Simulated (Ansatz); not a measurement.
The starting structures come from a database of crystals and need not be the phases stable at ambient conditions.

 Where the default PAW files enter, the runs use the earlier of Ansatz's two default sets.

Input:

```
CELL_PARAMETERS angstrom
      5.51621     0.00000     0.00000
     -2.75811     4.77718     0.00000
      2.75810     1.59239     4.86369
ATOMIC_POSITIONS crystal
  In 0.71424 0.35712 0.92864
  In 0.28576 0.64288 0.07136
  In 0.28576 0.14288 0.57136
  In 0.71424 0.85712 0.42864
  O  0.20350 0.25000 0.25000
  O  0.79649 0.75000 0.75000
  O  0.50000 0.95351 0.25000
  O  0.50000 0.04650 0.75000
  O  0.79649 0.54649 0.25000
  O  0.20350 0.45350 0.75000
```

Space group of this cell: R-3c, corundum. The cell is taken as given; by r2SCAN its mean pressure is -0.8 GPa.

Computed with r2SCAN (plane waves, PAW; Ansatz, a quantum-chemistry and plane-wave program).

The current runs along the normal of the first two printed vectors; no spin-orbit coupling. Scaled by the factor s: the length along the current (ions clamped). Meshes 8×8×8 and 6×6 across the current in all rows.

```tsv
s	mean pressure (GPa)	band gap (eV)
0.97	4.4	?
1.00	-0.8	1.77
1.03	-5.2	1.57
```

Question: Take the slope of the band gap against ln s from the two given rows, extrapolate to s = 0.97, and say what the run there gives.

Answer: Slope = (1.57 − 1.77) / ln 1.03 = -6.77 eV. The line gives 1.77 + (-6.77) × ln 0.97 = 1.98 eV. The run gives 1.94 eV, 0.04 eV under the line, 18 % of the predicted step.
